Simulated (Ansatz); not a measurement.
The reference is CdGeAs2 in the chalcopyrite structure (space group I-42d, No. 122).

```
CdGeAs2
1.0
   -2.97109     2.97109     5.65682
    2.97109    -2.97109     5.65682
    2.97109     2.97109    -5.65682
Cd Ge As
2 2 4
Direct
  0.75000   0.25000   0.50000
  0.00000   0.00000   0.00000
  0.25000   0.75000   0.50000
  0.50000   0.50000   0.00000
  0.15023   0.12500   0.52523
  0.59977   0.62500   0.47477
  0.37500   0.84977   0.97477
  0.87500   0.40023   0.02523
```

Cartesian axes are those of the cell as printed.

Calculations: Kohn–Sham DFT with the PBEsol functional, run in Ansatz (an electronic-structure program) with PAW and 420 eV plane waves, no SOC, earlier PAW set.

For the base:

| Property | Value |
|---|---|
| Volume per atom | 24.97 Å³ |
| Pressure | 0.0 GPa |

It is then changed as follows: compressive biaxial strain of 4.89 % in the plane normal to [001], as in epitaxy on a mismatched substrate; the out-of-plane cell vector and the atoms relax.

What does the calculation give for the volume per atom, energy relative to the base and pressure after the change?

The volume per atom shrinks by 1.093 Å³ (24.97 Å³ → 23.87 Å³); the energy rises by 33 meV/atom; the pressure (mean of the normal stresses, compression positive) goes from zero to 3.0 GPa.

A case with no gap was solved on a k-mesh chosen for an insulator, which is coarse for it. No phonon test of stability was made. All final runs are without spin polarisation.
